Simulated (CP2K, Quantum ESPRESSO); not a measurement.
A Quantum ESPRESSO input for a self-consistent single point of AlN (P6_3mc, 4 atoms in the cell) (DFT, PBE, plane waves, PseudoDojo standard norm-conserving (PBE) pseudopotentials):

```fortran
&CONTROL
 calculation = 'scf'
 prefix = 'run'
 outdir = './work'
 pseudo_dir = './'
 tprnfor = .true.
 tstress = .true.
/
&SYSTEM
 ibrav = 4
 A = 3.0660177249
 C = 4.9166210000
 nat = 4
 ntyp = 2
 ecutwfc = 85
 occupations = 'smearing'
 smearing = 'fermi-dirac'
 degauss = 0.00147
/
&ELECTRONS
 conv_thr = 1.0d-10
/
ATOMIC_SPECIES
Al    26.9815  Al.upf
N     14.0070  N.upf
ATOMIC_POSITIONS {angstrom}
Al    1.5330088625    0.8850830794    2.4548196991
Al    0.0000000000    1.7701661588    4.9131301991
N     1.5330088625    0.8850830794    4.3301172809
N     0.0000000000    1.7701661588    1.8718067809
K_POINTS {automatic}
10 10 6  0 0 0
```

Task: Give the CP2K input for the same structure, mesh, smearing and functional.

Result: This is the input that was run; spellings and numerical settings could be chosen otherwise.

```
&GLOBAL
  PROJECT bulk
  RUN_TYPE ENERGY_FORCE
  PRINT_LEVEL MEDIUM
&END GLOBAL
&FORCE_EVAL
  METHOD Quickstep
  STRESS_TENSOR ANALYTICAL
  &DFT
    BASIS_SET_FILE_NAME BASIS_MOLOPT
    POTENTIAL_FILE_NAME GTH_POTENTIALS
    &QS
      METHOD GPW
      EPS_DEFAULT 1E-10
    &END QS
    &MGRID
      CUTOFF 400
      REL_CUTOFF 50
      NGRIDS 4
    &END MGRID
    &SCF
      SCF_GUESS ATOMIC
      EPS_SCF 1E-6
      MAX_SCF 100
      ADDED_MOS 4
      &DIAGONALIZATION
        ALGORITHM STANDARD
      &END DIAGONALIZATION
      &MIXING
        METHOD BROYDEN_MIXING
        ALPHA 0.3
        NBUFFER 10
      &END MIXING
      &SMEAR ON
        METHOD FERMI_DIRAC
        ELECTRONIC_TEMPERATURE [K] 232.09
      &END SMEAR
    &END SCF
    &KPOINTS
      SCHEME MONKHORST-PACK 10 10 6
      GAMMA_CENTERED T
    &END KPOINTS
    &XC
      &XC_FUNCTIONAL PBE
      &END XC_FUNCTIONAL
    &END XC
    &PRINT
      &MO
        EIGENVALUES T
        OCCUPATION_NUMBERS T
        NDIGITS 8
        FILENAME mo
        &EACH
          QS_SCF 0
        &END EACH
        ADD_LAST NUMERIC
      &END MO
      &MULLIKEN ON
      &END MULLIKEN
    &END PRINT
  &END DFT
  &SUBSYS
    &CELL
      ABC 3.06601800 3.06601759 4.91662100
      ALPHA_BETA_GAMMA 90.00000000 90.00000000 120.00000445
      PERIODIC XYZ
    &END CELL
    &COORD
      SCALED
      Al       0.66666700     0.33333300     0.49929000
      Al       0.33333300     0.66666700     0.99929000
      N        0.66666700     0.33333300     0.88071000
      N        0.33333300     0.66666700     0.38071000
    &END COORD
    &KIND Al
      BASIS_SET DZVP-MOLOPT-SR-GTH-q3
      POTENTIAL GTH-PBE-q3
    &END KIND
    &KIND N
      BASIS_SET DZVP-MOLOPT-SR-GTH-q5
      POTENTIAL GTH-PBE-q5
    &END KIND
  &END SUBSYS
  &PRINT
    &FORCES ON
    &END FORCES
    &STRESS_TENSOR ON
    &END STRESS_TENSOR
  &END PRINT
&END FORCE_EVAL
```

Basis settings and potentials, where a program has them, do not carry over. This input uses DFT PBE, GPW, DZVP-MOLOPT-SR-GTH basis, GTH-PBE potentials (GTH_POTENTIALS).

The starting cell comes from a database of computed structures (which also holds hypothetical and non-ambient phases and stackings), without a prior relaxation at this level. For this run, on top of that: lattice scaled by 0.98.
